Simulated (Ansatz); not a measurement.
Partial pair distribution functions of a relaxed model of amorphous Ta18Si7N25, broadened by 0.06 Å; density 10.37 g/cm³. Computed with PBE, scalar-relativistic without spin-orbit coupling (plane waves to 420 eV, PAW; Ansatz, a first-principles code). The usual formal charges leave 43 electrons over, so the level spacing at the Fermi energy parts defect or band states and needn't be the band gap.

A CHGNet melt-quench gave the starting glass, which DFT then relaxed. N atoms were pushed apart under 1.9 Å during the dynamics, to hinder bonds among them. The hot cell started wider than the set density and was brought back towards it in steps. It is the lowest in DFT energy of 2 quenches. It is a model cell: composition and starting density were chosen by hand, and all elements were melted together. No dispersion term was used. Its density started from a set value of 12.14 and ended at 10.37 g/cm³. The quench (nominally 450 K/ps over its main leg) was far faster than any real one, so the model tends to hold more defects than a real film. One small periodic cell is one sample of the glass; other quenches scatter about these values. The volume was free in the relaxation, at fixed shape. Stress components on the final sampling reach 2.9 GPa. On a 2×2×2 Γ-centred mesh force components of up to 0.42 eV/Å stay, since the relaxation ran on one k-point at (1/4, 1/4, 1/4).

```tsv
r (Å)	g Ta-N	g Si-N	g Ta-Ta	g N-N
1.50	0.00	0.01	0.00	0.00
1.60	0.00	0.60	0.00	0.00
1.70	0.00	4.65	0.00	0.00
1.80	0.01	7.48	0.00	0.00
1.90	0.43	3.26	0.00	0.00
2.00	3.38	0.39	0.00	0.00
2.10	6.71	0.01	0.00	0.00
2.20	5.51	0.00	0.00	0.00
2.30	2.97	0.00	0.00	0.00
2.40	0.85	0.12	0.00	0.04
2.50	0.15	0.28	0.00	0.62
2.60	0.15	0.12	0.01	1.96
2.70	0.21	0.25	0.32	2.64
2.80	0.05	0.19	1.13	2.36
2.90	0.07	0.63	2.62	2.54
3.00	0.06	0.70	2.80	2.15
3.10	0.14	1.11	3.10	1.70
3.20	0.20	0.76	2.92	1.05
3.30	0.30	0.78	1.68	0.82
3.40	0.39	1.22	0.95	0.60
3.50	0.79	1.43	0.70	0.81
3.60	1.11	1.27	0.53	1.10
3.70	0.92	1.14	0.72	1.02
3.80	1.10	1.31	0.70	0.88
3.90	1.20	1.45	1.18	1.00
4.00	1.24	1.02	1.56	1.20
4.10	1.29	1.27	0.84	0.94
4.20	1.57	1.34	0.76	0.92
```

Within 2.80 Å each Ta has 4.94 N neighbours on average.
